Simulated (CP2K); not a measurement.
Band structure of HgTe (F-43m, 2 atoms in the cell).

```
CELL_PARAMETERS angstrom
      4.73091     0.00000     0.00000
      2.36545     4.09709     0.00000
      2.36545     1.36570     3.86277
ATOMIC_POSITIONS crystal
  Hg 0.00000 0.00000 0.00000
  Te 0.25000 0.25000 0.25000
```

Method of the run: PBE, GPW, DZVP-MOLOPT-SR-GTH basis, GTH-PBE potentials (GTH_POTENTIALS) (CP2K).

Settings: CUTOFF = 500 Ry; REL_CUTOFF = 50 Ry; SMEAR/METHOD = GAUSSIAN; SIGMA = 0.2 eV; KPOINTS/SCHEME = MONKHORST-PACK 7 7 7; XC_FUNCTIONAL = PBE; Hg/BASIS_SET = DZVP-MOLOPT-SR-GTH-q12; Hg/POTENTIAL = GTH-PBE-q12; Te/BASIS_SET = DZVP-MOLOPT-SR-GTH-q6; Te/POTENTIAL = GTH-PBE-q6; METHOD = GPW; EPS_DEFAULT = 1e-10; EXTRAPOLATION = USE_GUESS; NGRIDS = 5.

The starting cell comes from a database of computed structures (which also holds hypothetical and non-ambient phases and stackings), without a prior relaxation at this level. Its lattice was rescaled by a random factor within 2.5 % of one. Spin-orbit coupling is off. Values carry the incompleteness of an atom-centred basis. The run gives no clean gap (levels at the Fermi energy touch, overlap or are partly filled at this smearing), which alone does not show that the compound is a metal.

Levels in eV from the Fermi level, bands 6 to 11:
```tsv
point	6	7	8	9	10	11
Γ	-6.51	-0.88	-0.11	-0.11	-0.11	4.37
X	-6.16	-5.02	-1.99	-1.99	1.85	2.65
W	-6.04	-5.06	-2.30	-2.26	2.95	4.63
K	-6.09	-5.02	-2.54	-1.67	2.23	4.04
L	-6.26	-4.98	-0.92	-0.92	0.79	5.09
U	-6.09	-5.02	-2.54	-1.67	2.23	4.04
```

Bands cross the Fermi level along this path, so the cell is metallic at this level.

Higher empty bands are left out: an atom-centred basis made for the valence describes them poorly.
